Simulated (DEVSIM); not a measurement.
System: Pt/Al2O3/p-Si capacitor, at 300 K.

Layer 1 from the left is Al2O3, thickness (nm) 3.60. Layer 2 from the left is Si, thickness (nm) 4700, Na (cm⁻³) 1.5e16.

Metal gate on the left, work function 5.6 eV. Fixed charge at the semiconductor interface 0 cm⁻² (in units of +e); no interface traps.

Constants are typed, rounded textbook-type inputs, not results; the design itself was drawn at random and stands for no fabricated device. Values at 300 K.

Al2O3: gap (eV) 6.8, affinity (eV) 1.35, permittivity 9. Si: gap (eV) 1.124, affinity (eV) 4.05, permittivity 11.7, Nc (cm⁻³) 2.86e19, Nv (cm⁻³) 3.1e19.

DEVSIM, 1D Poisson equation in equilibrium, Boltzmann statistics, complete ionisation; no quantum confinement or tunnelling. Metal contacts follow the ideal Schottky-Mott rule: no Fermi-level pinning, no interface dipoles.

Task: What does the simulation give for the flat-band voltage, the minimum of the low-frequency capacitance?

Result: flat-band voltage 0.62 V; minimum of the low-frequency capacitance 0.0457 μF/cm².
